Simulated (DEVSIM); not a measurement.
Structure: GaAs n-i-p diode, at 250 K.

Layer 1 from the left is GaAs, thickness (μm) 0.270, Nd (cm⁻³) 1.7e17, τn (s) 3.1e-10, τp (s) 3.1e-10. Layer 2 from the left is GaAs, thickness (μm) 0.480, Na (cm⁻³) 1.2e12, τn (s) 3.1e-10, τp (s) 3.1e-10. Layer 3 from the left is GaAs, thickness (μm) 1.80, Na (cm⁻³) 6e17, τn (s) 3.1e-10, τp (s) 3.1e-10.

Left contact: ohmic. Right contact: ohmic. Voltage is applied to the left contact. Recombination: SRH at mid-gap, radiative. Mobility is μmin + (μ − μmin)/(1 + (N/Nref)^α).

The device is made up for the run: typed textbook-type constants, with dimensions and the other settings drawn at random. Values at 300 K; Nc and Nv go as T^1.5, mobilities as T to minus their exponent, the gap by Varshni's rule with the affinity fixed.

GaAs: gap (eV) 1.424, affinity (eV) 4.07, permittivity 12.9, Nc (cm⁻³) 4.7e17, Nv (cm⁻³) 9e18, μn (cm²/Vs) 8500, μp (cm²/Vs) 400, μn,min 500, μp,min 20, Nref,n 6e16, Nref,p 1.5e17, αn 0.39, αp 0.38, T exponent of μn 2.1, T exponent of μp 2.2, B (cm³/s) 2e-10, Varshni α (eV/K) 0.000541, Varshni β (K) 204.

DEVSIM, 1D drift-diffusion, Boltzmann statistics, complete ionisation; no tunnelling, impact ionisation, image-force lowering or self-heating.

### Question
What does the simulation give for the dark forward voltage at 1 A/cm², the potential step across the device at zero bias, the dark forward voltage at 100 A/cm²?

### Answer
dark forward voltage at 1 A/cm² 1.060 V; potential step across the device at zero bias 1.378 V; dark forward voltage at 100 A/cm² 1.216 V.
